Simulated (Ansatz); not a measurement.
Base system: NaCl in the rock salt structure (space group Fm-3m, No. 225).

```xyz
2
Lattice="0.0000 2.8007 2.8007 2.8007 0.0000 2.8007 2.8007 2.8007 0.0000" Properties=species:S:1:pos:R:3 pbc="T T T"
Na     0.0000     0.0000     0.0000
Cl     2.8007     2.8007     2.8007
```

Computed with plane-wave PAW DFT at the PBEsol level (Ansatz, a quantum-chemistry and plane-wave program, 420 eV), no spin-orbit coupling.

Base values:

| Quantity | Value |
|---|---|
| Electron mass | 0.39 mₑ (at Γ) |
| Lattice parameter a | 560.1 pm |
| Hole mass | 0.60, 2.7, 2.7 mₑ (at Γ) |

Perturbation: cell and atoms relaxed at a pressure of 0.3 GPa.

### Question
What happens to the electron mass, lattice parameter a and hole mass?

### Answer
The electron mass stays 0.39 mₑ (at Γ); the lattice parameter a falls by 2.07 pm (560.1 pm → 558.1 pm); the hole mass (degenerate bands, along [100]) goes from 0.60, 2.7, 2.7 mₑ (at Γ) to 0.59, 2.7, 2.7 mₑ (at Γ).

The levels and masses belong to the bands next to the band gap. Load acts through the strain it causes; cell and atoms are relaxed under it. Effective masses come from finite differences of ±0.01 Å⁻¹. Whether these cells are dynamically stable was not tested.
